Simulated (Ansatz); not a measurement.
```
CELL_PARAMETERS angstrom
      3.14978     0.00000     0.00000
     -1.57489     2.66385     0.00000
      0.00000     0.00000     5.04778
ATOMIC_POSITIONS crystal
  Si 0.33319 0.66638 0.99897
  Si 0.66681 0.33362 0.49897
  C  0.33132 0.66265 0.37603
  C  0.66868 0.33735 0.87603
```

No spin polarisation.

The values are results of PBEsol, PAW, 420 eV (Ansatz, a first-principles code; no spin-orbit coupling), not measurements. Settings: 12×12×7 k-points, 0.05 eV Fermi–Dirac smearing.

Question: Predict the stress, band gap, gap character and valence-band top at Γ.

Answer: 
* **Stress (xx, yy, zz, yz, xz, xy; compression positive)**: (-11.34, -2.52, -1.31, 0.00, 0.00, 0.00) GPa
* **Band gap**: 2.16 eV
* **Gap character**: indirect, Γ → Σ₀
* **Valence-band top at Γ (three highest levels, from the VBM)**: 0.00, -0.10, -0.19 eV

The cells carry an imposed strain or load. Whether these cells are dynamically stable was not tested. The cell was made from SiC in the wurtzite structure (space group P6_3mc, No. 186) by this change: uniaxial strain ε_xx = +2.40 %.
